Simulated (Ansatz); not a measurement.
An Ansatz (an electronic-structure program) run: Y with a change (Y → Yb); r2SCAN (Ansatz), without spin-orbit coupling, earlier PAW set.

Input:

Ansatz 0.2 input:
```yaml
crystal:
  lattice:
    - [3.6542345871, 0, 0]
    - [-1.8271172936, 3.1646599838, 0]
    - [0, 0, 6.030312121]
  atoms:
    - { symbol: Yb, position: [0.3333333333, 0.6666666667, 0.75] }
    - { symbol: Yb, position: [0.6666666667, 0.3333333333, 0.25] }
basis: { ecutwfc: 500, ecutrho_ratio: 4, xc_grid: 4, fft_grid_basis: typed }
kpoints: { mp_grid: { grid: [15, 15, 8] } }
hamiltonian:
  xc: r2scan
  dispersion: none
  pseudopotentials: { azcp: { folder: ./paw }, kind: paw }
scf: { occupations: { method: fermi_dirac, width: 0.05 }, convergence: { dr2_threshold: 0.0000000002 } }
output: { forces: true, stress: true }
checkpoint: { write: state.ck, write_every: 1000 }
```

Output (explanatory and most iteration lines left out):

```
Pseudopotential: Yb, paw, valence charge 24
Crystal: 2 atoms, lattice volume = 69.737 Å³
Basis set: ecut = 500 eV, 1761 PW (Γ), exchange–correlation on 108×108×180 points (64 copies of the dense FFT grid, shifted against one another)
Bands: 29, of which v1, the nominal top of the filled ones, is band 24 counted from 1 (23 counted from 0)
Symmetry: 24 space group operations
Space group: P63/mmc (ITA 194), of the structure as read, at distance tolerance 4.1e-5 Å
k-points: 135 of 1800
Functional: x = r2scan, c = r2scan; τ floored in thin density (d = 2e-4 eV/Å³)
SCF iter   1: F=—  HF=-27612.566620 eV  |F-HF|=—  |Δ(HF+E_count)|=         —  Δρ=7.06e-2  dr2=2.55e0  dr2_τ=3.90e-3  ethr=3.10e-3  ⟨swp⟩=5.5  Hψ=18729  notcnv=0
SCF iter   2: F=—  HF=-27617.594635 eV  |F-HF|=—  |Δ(HF+E_count)|=    5.03e0  Δρ=4.24e-1  dr2=9.00e1  dr2_τ=1.56e-1  ethr=3.10e-3  ⟨swp⟩=5.8  Hψ=18309  notcnv=0  defer=8  recentre
SCF 1, on 29 bands, converged in 17 iterations: F = -27612.159180 eV; the run's SCF on all bands comes behind
SCF converged after 17 iterations
Free energy (F): -27612.159180 eV
Internal energy: -27612.132204 eV  (E = F + TS)
E sigma→0 (E₀):  -27612.145692 eV
Entropy (-TS):   -0.026976 eV (-13.488 meV/atom)
Fermi energy:    10.749176 eV
--- Forces (eV/Å), atoms counted from 1 ---
  atom   1  Yb    -0.00000000     0.00000000     0.00000000
  atom   2  Yb     0.00000000    -0.00000000     0.00000000
Crystal: 2 atoms, lattice volume = 69.737 Å³
Bands: 30, of which v1, the nominal top of the filled ones, is band 24 counted from 1 (23 counted from 0)
SCF iter   1: F=—  HF=-27612.159180 eV  |F-HF|=—  |Δ(HF+E_count)|=         —  Δρ=7.29e-7  dr2=3.46e-10  dr2_τ=1.54e-10  ethr=2.30e-8  ⟨swp⟩=6.7  Hψ=39836  notcnv=0
SCF iter   2: F=—  HF=-27612.159180 eV  |F-HF|=—  |Δ(HF+E_count)|=   3.58e-7  Δρ=1.73e-7  dr2=1.79e-11  dr2_τ=1.15e-10  ethr=1.00e-12  ⟨swp⟩=9.5  Hψ=40311  notcnv=0
SCF 2 converged in 3 iterations: F = -27612.159180 eV  dr2 = 1.13e-10
SCF converged after 20 iterations (17 of them on 29 bands)
Free energy (F): -27612.159180 eV
Internal energy: -27612.132205 eV  (E = F + TS)
E sigma→0 (E₀):  -27612.145692 eV
Entropy (-TS):   -0.026976 eV (-13.488 meV/atom)
Fermi energy:    10.749173 eV
--- Forces (eV/Å), atoms counted from 1 ---
  atom   1  Yb    -0.00000000     0.00000000     0.00000000
  atom   2  Yb     0.00000000    -0.00000000     0.00000000
--- Stress (GPa, compression-positive) ---
        0.001517      -0.000000       0.000000
       -0.000000       0.001517       0.000000
        0.000000       0.000000      -0.000411
  P = ⅓ Tr σ = 0.0009 GPa (0.009 kbar)
```

The state of the 4f shell was not checked for lower solutions. Stability against distortions was not tested. Starting moments died away, wholly or in part, for Y → Yb; another magnetic solution may exist. All final runs are without spin polarisation. The cell was made from Y by this change: Y → Yb; the result is a model cell. This is not the structure that Yb has at room temperature and ambient pressure.
